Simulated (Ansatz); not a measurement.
The reference is WO3 (space group P4/nmm, No. 129).

```
CELL_PARAMETERS angstrom
      5.31455     0.00000     0.00000
      0.00000     5.31455     0.00000
      0.00000     0.00000     3.93319
ATOMIC_POSITIONS crystal
  W  0.50000 0.00000 0.93554
  W  0.00000 0.50000 0.06446
  O  0.50000 0.00000 0.48943
  O  0.00000 0.50000 0.51057
  O  0.25000 0.25000 0.00000
  O  0.25000 0.75000 0.00000
  O  0.75000 0.75000 0.00000
  O  0.75000 0.25000 0.00000
```

The values are results of PBEsol in Ansatz (plane waves to 420 eV, PAW, no SOC), not measurements.

Before the change:

- Smallest direct gap: 0.58 eV

Now apply this change: an isotropic linear strain of −0.70 %; the atoms relax in the strained cell.

Estimate the effect on the smallest direct gap and mean gap deformation potential ΔEg/Δln V.

The smallest direct gap goes up by 0.016 eV (0.58 eV → 0.59 eV); the mean gap deformation potential ΔEg/Δln V amounts to -0.7 eV.

With W present, leaving out spin-orbit coupling can change the band edges. No phonon test of stability was made.

Ansatz is a first-principles code.
